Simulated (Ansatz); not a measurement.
The starting structures come from a database of crystals and need not be the phases stable at ambient conditions.

The decay constant κ of evanescent states in the gap governs leakage through a thin film.

Input:

```xyz
18
Lattice="5.4664 0.0000 0.0000 0.0000 6.9974 0.0000 0.0000 2.5175 6.1423" Properties=species:S:1:pos:R:3 pbc="T T T"
Li     4.0998     8.3077     5.2320
Li     1.3666     1.2072     0.9103
Sr     4.0998     4.7315     5.1675
Sr     1.3666     4.7834     0.9748
Sr     1.3666     2.3100     3.9016
Sr     4.0998     7.2048     2.2407
Si     1.3666     6.2993     4.0214
Si     4.0998     3.2155     2.1209
O      2.6944     6.9318     4.7689
O      2.7720     2.5830     1.3734
O      5.4276     2.5830     1.3734
O      0.0388     6.9318     4.7689
O      4.0998     4.8437     2.0712
O      1.3666     4.6711     4.0711
O      1.3666     6.9065     2.4827
O      4.0998     2.6083     3.6596
F      0.0000     0.0000     0.0000
F      2.7332     0.0000     0.0000
```

Space group of this cell: P2_1/m. The cell is taken as given; by PBEsol its mean pressure is -4.1 GPa.

Transport runs along the normal of the first two printed cell vectors.

The gap is the functional's own. No spin-orbit coupling. Mid-gap values are interpolated on the energy grid.

Problem. Predict the band gap and the smallest decay constant κ at mid-gap from PBEsol (Ansatz, a program for electronic structure).

Solution. Gap 4.66 eV on a 6×6×6 mesh; κ = 0.390 1/Å, at the zone centre.
